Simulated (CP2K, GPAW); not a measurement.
A CP2K input for a self-consistent single point of LiTaF6 (R-3, 8 atoms in the cell) (DFT LDA (Pade form), GPW, DZVP-MOLOPT-SR-GTH basis, GTH-PADE potentials (GTH_POTENTIALS)):

```
&GLOBAL
  PROJECT scf
  RUN_TYPE ENERGY_FORCE
  PRINT_LEVEL LOW
&END GLOBAL
&FORCE_EVAL
  METHOD Quickstep
  STRESS_TENSOR ANALYTICAL
  &DFT
    BASIS_SET_FILE_NAME BASIS_MOLOPT
    POTENTIAL_FILE_NAME GTH_POTENTIALS
    &QS
      METHOD GPW
      EPS_DEFAULT 1E-11
    &END QS
    &MGRID
      CUTOFF 550
      REL_CUTOFF 40
      NGRIDS 5
    &END MGRID
    &SCF
      SCF_GUESS ATOMIC
      EPS_SCF 1E-7
      MAX_SCF 100
      ADDED_MOS 10
      &DIAGONALIZATION
        ALGORITHM STANDARD
      &END DIAGONALIZATION
      &MIXING
        METHOD BROYDEN_MIXING
        ALPHA 0.2
        NBUFFER 8
        BETA 1
      &END MIXING
    &END SCF
    &KPOINTS
      SCHEME MONKHORST-PACK 6 6 6
      GAMMA_CENTERED T
    &END KPOINTS
    &XC
      &XC_FUNCTIONAL PADE
      &END XC_FUNCTIONAL
    &END XC
    &PRINT
      &MO
        EIGENVALUES T
        OCCUPATION_NUMBERS T
        NDIGITS 8
        FILENAME mo
        &EACH
          QS_SCF 0
        &END EACH
        ADD_LAST NUMERIC
      &END MO
      &MULLIKEN OFF
      &END MULLIKEN
    &END PRINT
  &END DFT
  &SUBSYS
    &CELL
      A 5.42144200 0.00000000 0.00000000
      B 2.95696200 4.54405200 0.00000000
      C 2.95696200 1.60371700 4.25164700
      PERIODIC XYZ
    &END CELL
    &COORD
      SCALED
      Li       0.50000000     0.50000000     0.50000000
      Ta       0.00000000     0.00000000     0.00000000
      F        0.64967000     0.24538700     0.86097000
      F        0.35033000     0.75461300     0.13903000
      F        0.86097000     0.64967000     0.24538700
      F        0.13903000     0.35033000     0.75461300
      F        0.24538700     0.86097000     0.64967000
      F        0.75461300     0.13903000     0.35033000
    &END COORD
    &KIND Li
      BASIS_SET DZVP-MOLOPT-SR-GTH-q3
      POTENTIAL GTH-PADE-q3
    &END KIND
    &KIND Ta
      BASIS_SET DZVP-MOLOPT-SR-GTH-q13
      POTENTIAL GTH-PADE-q13
    &END KIND
    &KIND F
      BASIS_SET DZVP-MOLOPT-SR-GTH-q7
      POTENTIAL GTH-PADE-q7
    &END KIND
  &END SUBSYS
  &PRINT
    &FORCES ON
    &END FORCES
    &STRESS_TENSOR ON
    &END STRESS_TENSOR
  &END PRINT
&END FORCE_EVAL
```

Problem. Translate this input to GPAW.

Solution. One input that does it (others would too):

```python
from ase import Atoms
from ase.units import GPa
from gpaw import GPAW, PW, FermiDirac

atoms = Atoms(['Li', 'Ta', 'F', 'F', 'F', 'F', 'F', 'F'],
              cell=[[2.584670, 1.492260, 4.526000],
                    [-2.584670, 1.492260, 4.526000],
                    [0.000000, -2.984520, 4.526000]],
              positions=[[0.000000, 0.000000, 6.789000],
                         [0.000000, 0.000000, 0.000000],
                         [1.044938, -1.233924, 7.947778],
                         [-1.044938, 1.233924, 5.630222],
                         [0.546141, 1.521905, 7.947778],
                         [-0.546141, -1.521905, 5.630222],
                         [-1.591079, -0.287981, 7.947778],
                         [1.591079, 0.287981, 5.630222]],
              pbc=True)

calc = GPAW(mode=PW(950),
            xc='LDA',
            kpts={'size': (6, 6, 6), 'gamma': True},
            occupations=FermiDirac(0.0),
            nbands=-6,
            convergence={'forces': 0.001, 'bands': -4},
            symmetry={'symmorphic': False, 'tolerance': 0.0005},
            maxiter=120)

atoms.calc = calc

energy = atoms.get_potential_energy()
print('Energy (eV):', round(energy, 6))
forces = atoms.get_forces()
print('Forces (eV/Ang):')
print(forces.round(5))
stress = atoms.get_stress()
print('Stress (GPa, Voigt):', (stress / GPa).round(4))
```

Basis settings and potentials, where a program has them, do not carry over. This input uses DFT LDA (Perdew-Wang 92), plane waves, GPAW PAW datasets LDA (gpaw-data 1.0.1). LDA parametrisations can differ slightly between programs.

The starting cell comes from a database of computed structures (which also holds hypothetical and non-ambient phases and stackings), without a prior relaxation at this level.
